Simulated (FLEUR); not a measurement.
A self-consistent single point of SrMg₃ (I4/mmm, 4 atoms in the cell) with FLEUR.

Computed with LDA (Perdew-Zunger), all-electron FLAPW (FLEUR), scalar-relativistic valence run with FLEUR.

The change in words: lattice scaled by 0.98. Reference geometry:
```xyz
4
Lattice="-2.8165 2.8165 3.6820 2.8165 -2.8165 3.6820 2.8165 2.8165 -3.6820" Properties=species:S:1:pos:R:3 pbc="T T T"
Sr     0.0000     0.0000     0.0000
Mg     0.0000     0.0000     3.6820
Mg     2.8165     0.0000     1.8410
Mg     0.0000     2.8165     1.8410
```

Reference input (self-consistent single point, DFT, LDA (Perdew-Zunger), all-electron FLAPW (FLEUR), scalar-relativistic valence): Kmax = 3.8 1/bohr; GmaxXC = 15.2 1/bohr; xcFunctional = pz; jspins = 1; l_soc = F; mode = gauss; fermiSmearingEnergy = 0.00734986 Htr; mesh (inpgen div1-3) = 7 7 7; inpgen gamma flag = false; Gmax = 15.2 1/bohr; numbands = 0; maxIterBroyd = 40. This run's input differs from it in these lines:

```diff
@@ -3,5 +3,5 @@
 &input film=f /
--5.3223644971 5.3223644971 6.9578884429
-5.3223644971 -5.3223644971 6.9578884429
-5.3223644971 5.3223644971 -6.9578884429
+-5.2159181143 5.2159181143 6.8187309008
+5.2159181143 -5.2159181143 6.8187309008
+5.2159181143 5.2159181143 -6.8187309008
 1.0
@@ -46,5 +46,5 @@
          <bravaisMatrix>
-            <row-1>   -5.3223644970999997     5.3223644970999997     6.9578884428999999</row-1>
-            <row-2>    5.3223644970999997    -5.3223644970999997     6.9578884428999999</row-2>
-            <row-3>    5.3223644970999997     5.3223644970999997    -6.9578884428999999</row-3>
+            <row-1>   -5.2159181143000000     5.2159181143000000     6.8187309008000003</row-1>
+            <row-2>    5.2159181143000000    -5.2159181143000000     6.8187309008000003</row-2>
+            <row-3>    5.2159181143000000     5.2159181143000000    -6.8187309008000003</row-3>
          </bravaisMatrix>
```

The program printed (abridged):

```
 Iteration:     1   Distance:       2.43903459 me/bohr^3
 Iteration:     2   Distance:       2.31027766 me/bohr^3
 Iteration:     3   Distance:       0.70930565 me/bohr^3
 Iteration:     4   Distance:       0.18437124 me/bohr^3
 Iteration:     5   Distance:       0.14141887 me/bohr^3
   [... 5 lines left out ...]
 Iteration:    11   Distance:       0.00011230 me/bohr^3
 Iteration:    12   Distance:       0.00003229 me/bohr^3
 Iteration:    13   Distance:       0.00002217 me/bohr^3
 Iteration:    14   Distance:       0.00000409 me/bohr^3
 Run finished successfully
 Stop message:
   Structural relaxation: Done

[file out, last iteration]
             iter=     15
[...]
          total density-effective poten   -6.0574692682E+03
          total charge density-energy d   -1.4829100997E+02
 Updated energy parameters for spin:           1
[...]
 fermi energy and band-weighting factors:

[...]
FERMIE:
          first approx. to ef    (T=0)  :   0.147890 htr   (energy of the highest occ. eigenvalue)
          number of occ. states  (T=0)  :        800
          first approx. to seigv (T=0)  : -45.858221 htr
          sum of weights of occ. states :  20.002915
          sum of semicore charge        :   0.000000 e
          fermi energy=   0.14870 har   work function=  -4.04640 ev
          number of valence electrons=  40.00000
     band-weighting factor for spin=    1
   [... lines left out ...]
          total moment                 =     0.00000
 Direct bandgap for spin            1 :    8.0381986196828570E-003  Htr
 ---->    free energy=                     -3774.7439390498 htr
   [... lines left out ...]
 TOTAL FORCE FOR ATOM TYPE=  1  X=  0.000   Y=  0.000   Z=  0.000
                       FX_TOT= 0.000000 FY_TOT= 0.000000 FZ_TOT= 0.000000
 TOTAL FORCE FOR ATOM TYPE=  2  X=  0.000   Y=  0.000   Z=  6.819
                       FX_TOT= 0.000000 FY_TOT= 0.000000 FZ_TOT= 0.000000
 TOTAL FORCE FOR ATOM TYPE=  3  X=  0.000   Y=  5.216   Z= -3.409
                       FX_TOT= 0.000000 FY_TOT= 0.000000 FZ_TOT= 0.000000
 Structural relaxation: Done
```

The run converged in 14 iterations. FLEUR gives forces in its relaxation mode, with a further iteration, so its stop message speaks of a relaxation. Against the reference run the total energy drops by 18.8 meV/atom.

The starting cell comes from a database of computed structures (which also holds hypothetical and non-ambient phases and stackings), without a prior relaxation at this level. Its lattice was rescaled by a random factor within 2.5 % of one. For this run, on top of that: lattice scaled by 0.98. Values depend on the basis (sphere radii, cutoffs, local orbitals), which need not be converged. The log's line on a gap gives a spacing of levels on this mesh, which the program prints for metals too.

Cost on one core of a shared machine: roughly 3 min.
